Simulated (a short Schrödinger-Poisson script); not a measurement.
Gated Al0.4Ga0.6As/GaAs δ-doped gas

Stack: gated Al0.4Ga0.6As/GaAs δ-doped gas, at 300 K.

| layer | material | thickness (nm) | Na (cm⁻³) |
|---|---|---|---|
| 1 | Al0.4Ga0.6As | 20 | - |
| 2 | Al0.4Ga0.6As | 3 | - |
| 3 | GaAs | 6000 | 4e15 |

Constants are typed, rounded textbook-type inputs, not results; the design itself was drawn at random and stands for no fabricated device. Al0.4Ga0.6As: permittivity 11.76, conduction-band edge (eV) 0.316, gap (eV) 1.923, electron mass (mₑ) 0.1002, Nv at 300 K (cm⁻³) 9e18. GaAs: permittivity 12.9, conduction-band edge (eV) 0, gap (eV) 1.424, Nv at 300 K (cm⁻³) 9e18.

Channel valleys (confinement mass, in-plane density-of-states mass, number): Γ 0.067, 0.067, 1. At the gate the conduction-band edge of layer 1 lies 1.07 eV − eVg above the Fermi level of the channel; the field vanishes at the back. Sheet of ionised δ-doping: +3.6e12 e/cm² at 20 nm from the gate. The barrier under the gate holds no holes. Gaps are held at their typed values at every temperature. Mesh 0.08 nm at interfaces.

From a short Schrödinger-Poisson script (our own, NumPy): 1D Poisson equation in equilibrium, electrons quantum, Hartree (BenDaniel-Duke, 40 states a valley, the channel's in-plane mass for all, wave functions free to enter the barrier), parabolic valleys, classical holes, full ionisation, no traps, pinning or gate leakage.

| Vg (V) | electrons (cm⁻²) | in the channel layer | C (μF/cm²) | Γ E0 (meV) | Γ E1 (meV) |
|---|---|---|---|---|---|
| 0.5 | 1.72e12 | 1.64e12 | 0.390 | -43.9 | 22.0 |
| 0.45 | 1.60e12 | 1.53e12 | 0.387 | -39.8 | 24.3 |
| 0.4 | 1.48e12 | 1.42e12 | 0.384 | -35.6 | 26.7 |
| 0.35 | 1.36e12 | 1.31e12 | 0.381 | -31.3 | 29.1 |
| 0.3 | 1.24e12 | 1.20e12 | 0.378 | -26.8 | 31.7 |
| 0.25 | 1.12e12 | 1.09e12 | 0.375 | -22.1 | 34.5 |
| 0.2 | 1.01e12 | 9.76e11 | 0.371 | -17.2 | 37.5 |
| 0.15 | 8.90e11 | 8.67e11 | 0.367 | -12.1 | 40.7 |
| 0.1 | 7.77e11 | 7.58e11 | 0.361 | -6.6 | 44.2 |
| 0.05 | 6.65e11 | 6.51e11 | 0.355 | -0.6 | 48.1 |
| 0 | 5.56e11 | 5.45e11 | 0.347 | 6.0 | 52.6 |
| -0.05 | 4.50e11 | 4.42e11 | 0.337 | 13.3 | 57.8 |
| -0.1 | 3.47e11 | 3.42e11 | 0.323 | 21.8 | 64.2 |
| -0.15 | 2.50e11 | 2.46e11 | 0.303 | 32.1 | 72.2 |
| -0.2 | 1.61e11 | 1.59e11 | 0.272 | 45.1 | 83.1 |
| -0.25 | 8.51e10 | 8.43e10 | 0.219 | 63.0 | 99.0 |
| -0.3 | 3.19e10 | 3.16e10 | 0.136 | 89.5 | 123.9 |
| -0.35 | 7.57e9 | 7.50e9 | 0.0554 | 127.3 | 160.7 |

Subbands count from the Fermi level.
